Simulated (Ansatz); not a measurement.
Bond-angle distributions (per cent of the angles at each element, bins of 10°) of a relaxed model of amorphous Bi$_{20}$Te$_{30}$ at 7.90 g/cm³. Calculation: PBE-D3(BJ), scalar-relativistic without spin-orbit coupling, PAW (Ansatz default set, large-core Te) (plane waves to 420 eV; Ansatz, an electronic-structure program).

A CHGNet melt-quench gave the starting glass, which DFT then relaxed. The hot cell started wider than the set density and was brought back towards it in steps. It is the lowest in DFT energy of 3 quenches. It is a model cell: composition and starting density were chosen by hand, and all elements were melted together. The geometry includes D3(BJ) dispersion. Its density started from a set value of 7.84 and ended at 7.90 g/cm³. Cooling (nominally 53 K/ps over its main leg) ran many orders faster than in experiment, which tends to leave more defects and strain. One small periodic cell is one sample of the glass; other quenches scatter about these values. Volume and shape were free in the relaxation. Stress components on the final sampling reach 0.5 GPa. On a 2×2×2 Γ-centred mesh force components of up to 0.29 eV/Å stay, since the relaxation ran on one k-point at (1/4, 1/4, 1/4).

Neighbours within Bi-Bi 3.55 Å, Bi-Te 3.54 Å, Te-Te 3.31 Å count as bonded.

```tsv
angle (°)	at Bi	at Te
50-60	0	1
60-70	4	1
70-80	16	14
80-90	26	26
90-100	17	17
100-110	7	9
110-120	4	7
120-130	5	5
130-140	4	5
140-150	3	3
150-160	8	6
160-170	6	5
170-180	1	1
```

They go with these counts of neighbours within the cut-offs, cation contacts included: Bi mean 5.5, most often 6; Te mean 4.0, most often 4.
